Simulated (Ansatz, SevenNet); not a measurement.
For fluorite PtAl2, the machine-learned potential SevenNet-l3i5 (trained on PBE and PBE+U data) gives:

| Property | Result |
|---|---|
| lattice constant a | 5.946 Å |
| bulk modulus | 129 GPa |

Task: What does r²SCAN+SOC in Ansatz (plane waves, PAW) give for the same quantities?

Result: 
- lattice constant a: 5.896 Å (decreases by 0.8 %)
- bulk modulus: 143 GPa (rises by 11 %)

For comparison: lattice constant a 5.91 Å (measured, temperature not stated, copied from a table, unchecked, not corrected to a static lattice; as tabulated in Crystal Structures 1, 239 (1963)).

Changes are worked out from the printed values.

Unless a cell is named, each level is at its own relaxed cell (SevenNet-l3i5 17.52, r²SCAN+SOC 17.08 Å³/atom).

Levels without +SOC leave out spin–orbit coupling, which shifts energies and cells of such heavy elements.

Ansatz's density-functional and Hartree–Fock values are scalar-relativistic unless marked +SOC, with PAW data made under PBE.

Ansatz is a quantum-chemistry and plane-wave program.
